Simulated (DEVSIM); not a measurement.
Device: abrupt GaAs p-n junction, at 300 K.

```tsv
layer (left to right)	material	thickness (μm)	Nd (cm⁻³)	Na (cm⁻³)	τn (s)	τp (s)
1	GaAs	1.20	-	7e16	8.3e-10	8.3e-10
2	GaAs	110	9.1e16	-	8.3e-10	8.3e-10
```

Left contact: ohmic. Right contact: ohmic. Voltage is applied to the left contact. Recombination: SRH at mid-gap. Mobility is constant in doping. Where it depends on doping, it is μmin + (μ − μmin)/(1 + (N/Nref)^α).

This is a model device: material constants are rounded textbook-type values typed into the input, and sizes, dopings and lifetimes were drawn at random. Values at 300 K; Nc and Nv go as T^1.5, mobilities as T to minus their exponent, the gap by Varshni's rule with the affinity fixed. The table also holds parameters that only a changed run uses.

```csv
parameter,GaAs
gap (eV),1.424
affinity (eV),4.07
permittivity,12.9
Nc (cm⁻³),4.7e17
Nv (cm⁻³),9e18
μn (cm²/Vs),8500
μp (cm²/Vs),400
"μn,min",500
"μp,min",20
"Nref,n",6e16
"Nref,p",1.5e17
αn,0.39
αp,0.38
T exponent of μn,2.1
T exponent of μp,2.2
Cn (cm⁶/s),1e-30
Cp (cm⁶/s),1e-30
Varshni α (eV/K),0.000541
Varshni β (K),204
```

Model (solved in DEVSIM): 1D drift-diffusion, Boltzmann statistics, complete ionisation; no tunnelling, impact ionisation, image-force lowering or self-heating.

Base results: largest field in the device at zero bias (V/cm) 120000; potential step across the device at zero bias (V) 1.256; dark forward voltage at 100 A/cm² (V) 1.120; dark forward voltage at 1 A/cm² (V) 0.987.

Question: What follows from this one change: temperature 300 → 350 K?

Answer: largest field in the device at zero bias little changed (110000 V/cm); potential step across the device at zero bias 1.256 → 1.191 V; dark forward voltage at 100 A/cm² 1.120 → 1.038 V; dark forward voltage at 1 A/cm² 0.987 → 0.882 V.

Question: What follows from this one change: doping Na of layer 1 7e+16 → 2.1e+18 cm^-3?

Answer: largest field in the device at zero bias 120000 → 180000 V/cm; potential step across the device at zero bias 1.256 → 1.344 V; dark forward voltage at 100 A/cm² 1.120 → 1.186 V; dark forward voltage at 1 A/cm² 0.987 → 1.049 V.

Question: What follows from this one change: thickness of layer 1 1.2 → 0.72 μm?

Answer: largest field in the device at zero bias little changed (120000 V/cm); potential step across the device at zero bias little changed (1.256 V); dark forward voltage at 100 A/cm² 1.120 → 1.106 V; dark forward voltage at 1 A/cm² 0.987 → 0.975 V.

Question: What follows from this one change: doping-dependent mobility in place of the constant one?

Answer: largest field in the device at zero bias little changed (120000 V/cm); potential step across the device at zero bias little changed (1.256 V); dark forward voltage at 100 A/cm² 1.120 → 1.144 V; dark forward voltage at 1 A/cm² 0.987 → 1.003 V.
